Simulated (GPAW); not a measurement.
**A self-consistent single point of BaNiF6 (R-3m, 8 atoms in the cell) with GPAW**

Method: LDA (Perdew-Wang 92), GPAW PAW datasets LDA (gpaw-data 1.0.1) (plane waves; GPAW).

The input file:

```python
from ase import Atoms
from ase.units import GPa
from gpaw import GPAW, PW, FermiDirac

atoms = Atoms(['Ba', 'Ni', 'F', 'F', 'F', 'F', 'F', 'F'],
              cell=[[3.584043, 2.069248, 2.278398],
                    [-3.584043, 2.069248, 2.278398],
                    [0.000000, -4.138497, 2.278398]],
              positions=[[0.000000, -0.000001, 3.417597],
                         [0.000000, 0.000000, 0.000000],
                         [0.000000, 2.736311, 3.516297],
                         [0.000000, -2.736312, 3.318897],
                         [-2.369715, -1.368156, 3.516297],
                         [2.369715, 1.368155, 3.318897],
                         [2.369715, -1.368156, 3.516297],
                         [-2.369715, 1.368155, 3.318897]],
              pbc=True)

calc = GPAW(mode=PW(950),
            xc='LDA',
            kpts={'size': (4, 4, 4), 'gamma': True},
            occupations=FermiDirac(0.05),
            nbands=-6,
            convergence={'density': 1e-05, 'bands': -4},
            symmetry={'symmorphic': False, 'tolerance': 0.0005},
            maxiter=150,
            txt='-')

atoms.calc = calc

energy = atoms.get_potential_energy()
print('Energy (eV):', round(energy, 6))
forces = atoms.get_forces()
print('Forces (eV/Ang):')
print(forces.round(5))
stress = atoms.get_stress()
print('Stress (GPa, Voigt):', (stress / GPa).round(4))
```

Output (repeated stretches shortened):

```
Input parameters:
  convergence: {bands: -4,
                density: 1e-05}
  kpts: {gamma: True,
         size: (4, 4, 4)}
  maxiter: 150
  mode: {ecut: 950.0,
         name: pw}
  nbands: -6
  occupations: {fixmagmom: False,
                name: fermi-dirac,
                width: 0.05}
  symmetry: {symmorphic: False,
             tolerance: 0.0005}

species:
  Ba:
    name: Barium
    Z: 56.0
    valence: 10
    core: 46
    charge: 0.0
    file: Ba.LDA.gz

    # Using partial waves for Ba as LCAO basis

  Ni:
    name: Nickel
    Z: 28.0
    valence: 16
    core: 12
    charge: 0.0
    file: Ni.LDA.gz

    # Using partial waves for Ni as LCAO basis

  F:
    name: Fluorine
    Z: 9.0
    valence: 7
    core: 2
    charge: 0.0
    file: F.LDA.gz

    # Using partial waves for F as LCAO basis

Reference energy: -278602.122175  # eV

Spin-paired calculation

Convergence criteria:
 Maximum [total energy] change in last 3 cyles: 0.0005 eV / valence electron
 Maximum integral of absolute [dens]ity change: 1e-05 electrons / valence electron
 Maximum integral of absolute [eigenst]ate change: 4e-08 eV^2 / valence electron
 Maximum number of scf [iter]ations: 150

Symmetries present (total): 12
Symmetries with fractional translations: 0
64 k-points: 4 x 4 x 4 Monkhorst-Pack grid + [1/8,1/8,1/8]
13 k-points in the irreducible part of the Brillouin zone
       k-points in crystal coordinates                weights
   0:     0.00000000    0.00000000    0.00000000          1/64
   1:     0.25000000    0.00000000   -0.25000000          6/64
   2:     0.25000000    0.00000000    0.00000000          6/64
   [... 7 lines left out ...]
          ...
  12:     0.50000000    0.50000000    0.50000000          1/64

Wave functions: Plane wave expansion
  Cutoff energy: 950.000 eV
  Number of coefficients (min, max): 6701, 6757
  Pulay-stress correction: 0.000000 eV/Ang^3 (de/decut=0.000000)

Occupation numbers: Fermi-Dirac:
  width: 0.0500  # eV

Eigensolver

Densities:
  Coarse grid: 35*35*35 grid
  Fine grid: 70*70*70 grid
  Total Charge: 0.000000

Density mixing:
  Method: separate
  Backend: pulay
  Linear mixing parameter: 0.05
  old densities: 5
  Damping of long wavelength oscillations: 50

Hamiltonian:
  XC and Coulomb potentials evaluated on a 70*70*70 grid
  External potential:
    NoExternalPotential

Number of atoms: 8
Number of atomic orbitals: 41
Number of bands in calculation: 40
Number of valence electrons: 68
Bands to converge: 36

Density initialized from atomic densities
  40 bands from LCAO basis set

Atomic positions and initial magnetic moments

Positions:
   0 Ba     0.000000   -0.000001    3.417597    ( 0.0000,  0.0000,  0.0000)
   1 Ni     0.000000    0.000000    0.000000    ( 0.0000,  0.0000,  0.0000)
   2 F      0.000000    2.736311    3.516297    ( 0.0000,  0.0000,  0.0000)
   3 F      0.000000   -2.736312    3.318897    ( 0.0000,  0.0000,  0.0000)
   4 F     -2.369715   -1.368156    3.516297    ( 0.0000,  0.0000,  0.0000)
   5 F      2.369715    1.368155    3.318897    ( 0.0000,  0.0000,  0.0000)
   6 F      2.369715   -1.368156    3.516297    ( 0.0000,  0.0000,  0.0000)
   7 F     -2.369715    1.368155    3.318897    ( 0.0000,  0.0000,  0.0000)

Unit cell:
           periodic     x           y           z      points  spacing
  1. axis:    yes    3.584043    2.069248    2.278398    35     0.1313
  2. axis:    yes   -3.584043    2.069248    2.278398    35     0.1313
  3. axis:    yes    0.000000   -4.138497    2.278398    35     0.1313

  Lengths:   4.724219   4.724219   4.724220
  Angles:   98.691175  98.691175  98.691177

Effective grid spacing dv^(1/3) = 0.1332

     iter     time        total  log10-change:
                         energy   eigst   dens
iter:   1 --:--:--   -47.775394   +0.17
iter:   2 --:--:--   -46.551258   -0.80  -1.30
iter:   3 --:--:--   -45.087088   -0.81  -1.37
iter:   4 --:--:--   -45.063149   -1.84  -1.50
iter:   5 --:--:--   -46.295408   -1.21  -1.52
iter:   6 --:--:--   -44.798283   -0.86  -1.79
iter:   7 --:--:--   -44.845690   -1.95  -1.92
iter:   8 --:--:--   -44.660468   -1.15  -1.96
iter:   9 --:--:--   -44.633666   -2.71  -2.55
iter:  10 --:--:--   -44.628185c  -2.58  -2.66
iter:  11 --:--:--   -44.627637c  -3.50  -2.95
iter:  12 --:--:--   -44.627242c  -4.38  -3.21
iter:  13 --:--:--   -44.627196c  -4.65  -3.57
iter:  14 --:--:--   -44.627163c  -6.07  -3.74
iter:  15 --:--:--   -44.627182c  -4.78  -3.78
iter:  16 --:--:--   -44.627140c  -4.99  -3.67
iter:  17 --:--:--   -44.627149c  -5.31  -4.00
iter:  18 --:--:--   -44.627136c  -5.60  -3.99
iter:  19 --:--:--   -44.627134c  -6.99  -4.44
iter:  20 --:--:--   -44.627135c  -7.06  -4.47
iter:  21 --:--:--   -44.627134c  -8.01c -4.46
iter:  22 --:--:--   -44.627134c  -7.87c -4.57
iter:  23 --:--:--   -44.627134c  -8.04c -4.63
iter:  24 --:--:--   -44.627134c  -8.20c -4.68
iter:  25 --:--:--   -44.627133c  -7.35  -4.73
iter:  26 --:--:--   -44.627133c  -8.31c -5.07c

Converged after 26 iterations.

Dipole moment: (-0.000000, -0.000006, -0.000000) |e|*Ang

Energy contributions relative to reference atoms: (reference = -278602.122175)

Kinetic:        +46.420231
Potential:      -42.305501
External:        +0.000000
XC:             -48.376040
Entropy (-ST):   -0.000000
Local:           -0.365823
SIC:             +0.000000
--------------------------
Free energy:    -44.627133
Extrapolated:   -44.627133

Showing only first 2 kpts
 Kpt  Band  Eigenvalues  Occupancy
  0    32      1.53996    2.00000
  0    33      1.58285    2.00000
  0    34      3.57377    0.00000
  0    35      3.57751    0.00000

  1    32      1.64975    2.00000
  1    33      1.81791    2.00000
  1    34      3.65070    0.00000
  1    35      3.90666    0.00000

Fermi level: 2.80309

Gap: 1.555 eV
Transition (v -> c):
  (s=0, k=10, n=33, [0.50, 0.50, 0.00]) -> (s=0, k=0, n=34, [0.00, 0.00, 0.00])
Direct/indirect transitions are different
Direct gap: 1.587 eV
Transition at: (s=0, k=10, n=33, [0.50, 0.50, 0.00])
Energy (eV): -44.627133

Forces in eV/Ang:
  0 Ba   -0.00000    0.00000    0.00000
  1 Ni    0.00000    0.00000    0.00000
  2 F    -0.00000   -0.42957   -0.30063
  3 F    -0.00000    0.42957    0.30063
  4 F     0.37202    0.21479   -0.30063
  5 F    -0.37202   -0.21479    0.30063
  6 F    -0.37202    0.21479   -0.30063
  7 F     0.37202   -0.21479    0.30063

Stress tensor:
    -0.001520     0.000000    -0.000000
     0.000000    -0.001520    -0.000000
     0.000000    -0.000000    -0.003557
Stress (GPa, Voigt): [-0.2436 -0.2436 -0.5699 -0.     -0.      0.    ]
```

The run converged in 26 iterations. GPAW prints stress with tension positive.

At such cutoffs GPAW's stress carries a finite-basis (Pulay) error, which enters relaxed cells too; its log prints stress with tension positive.

The starting cell comes from a database of computed structures (which also holds hypothetical and non-ambient phases and stackings), without a prior relaxation at this level. Its lattice was rescaled by a random factor within 2.5 % of one.

Cost on one core of a shared machine: roughly 3 min.
